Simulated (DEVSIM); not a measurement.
Device: Si p+/n-/n+ power diode, at 300 K.

```tsv
layer (left to right)	material	thickness (μm)	Nd (cm⁻³)	Na (cm⁻³)	τn (s)	τp (s)
1	Si	1.30	-	3.9e18	4e-7	4e-7
2	Si	57.0	1.1e15	-	4e-7	4e-7
3	Si	8.30	1.9e18	-	4e-7	4e-7
```

Left contact: ohmic. Right contact: ohmic. Voltage is applied to the left contact. Recombination: SRH at mid-gap, radiative. Gap narrowing is on: ΔEg = 6.92 meV × (l + √(l² + 0.5)), l = ln(N/1.3e17 cm⁻³), shared equally by both band edges. Mobility is μmin + (μ − μmin)/(1 + (N/Nref)^α).

The device is made up for the run: typed textbook-type constants, with dimensions and the other settings drawn at random. Values at 300 K; Nc and Nv go as T^1.5, mobilities as T to minus their exponent, the gap by Varshni's rule with the affinity fixed.

```tsv
parameter	Si
gap (eV)	1.124
affinity (eV)	4.05
permittivity	11.7
Nc (cm⁻³)	2.86e19
Nv (cm⁻³)	3.1e19
μn (cm²/Vs)	1417
μp (cm²/Vs)	470
μn,min	52
μp,min	45
Nref,n	9.7e16
Nref,p	2.2e17
αn	0.68
αp	0.72
T exponent of μn	2.3
T exponent of μp	2.2
B (cm³/s)	4.7e-15
Varshni α (eV/K)	0.000473
Varshni β (K)	636
```

DEVSIM, 1D drift-diffusion, Boltzmann statistics, complete ionisation; no tunnelling, impact ionisation, image-force lowering or self-heating.

The temperature was swept, all else fixed.

```csv
temperature (K),dark forward voltage at 1 A/cm² (V),dark forward voltage at 100 A/cm² (V),potential step across the device at zero bias (V)
250,0.728,0.906,1.002
300,0.626,0.846,0.958
350,0.521,0.786,0.910
400,0.416,0.725,0.859
450,0.310,0.665,0.806
500,0.206,0.605,0.751
```

From the first row to the last the dark forward voltage at 1 A/cm² goes from 0.728 to 0.206. From the first row to the last the dark forward voltage at 100 A/cm² goes from 0.906 to 0.605.
